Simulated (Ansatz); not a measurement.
Take Nb in the bcc (W type) structure (space group Im-3m, No. 229; a = 3.3045 Å; relaxed with 0.1 eV smearing) as the base. Axes: x, y, z lie along the cube axes.

Structures relaxed with plane-wave PAW DFT at the r2SCAN level (Ansatz, a quantum-chemistry and plane-wave program, 500 eV), scalar-relativistic without spin-orbit coupling.

Base:

Simulated powder pattern, Cu Kα1, λ = 1.54056 Å (kinematic, ideal powder, no thermal factors, no anomalous dispersion; the 10 strongest lines at most, above 2 %, up to 2θ = 90°):

| 2θ (°) | I/Imax (%) | hkl |
|---|---|---|
| 38.50 | 100 | (110) |
| 55.58 | 17 | (200) |
| 69.64 | 33 | (211) |
| 82.50 | 11 | (220) |

Modification: biaxial strain −2.08 %, plane normal [111], relaxed out of plane (Cartesian); in-plane vectors clamped, the third vector and the atoms free.

Q: How do the reflections move or split?

A: 
Simulated powder pattern, Cu Kα1, λ = 1.54056 Å (kinematic, ideal powder, no thermal factors, no anomalous dispersion; the 10 strongest lines at most, above 2 %, up to 2θ = 90°):

| 2θ (°) | d (Å) | I/Imax (%) | hkl |
|---|---|---|---|
| 37.87 | 2.374 | 100 | (110) |
| 39.35 | 2.288 | 90 | (1 0 -1) |
| 55.75 | 1.647 | 32 | (200) |
| 67.39 | 1.389 | 18 | (211) |
| 70.36 | 1.337 | 31 | (2 1 -1) |
| 71.34 | 1.321 | 15 | (1 1 -2) |
| 80.92 | 1.187 | 11 | (220) |
| 84.65 | 1.144 | 9.6 | (2 0 -2) |

The indices refer to the base's conventional cell; one index is shown for lines that coincide. The space group is now R-3m (No. 166).

Stability against distortions was not tested. The final runs are not spin-polarised.
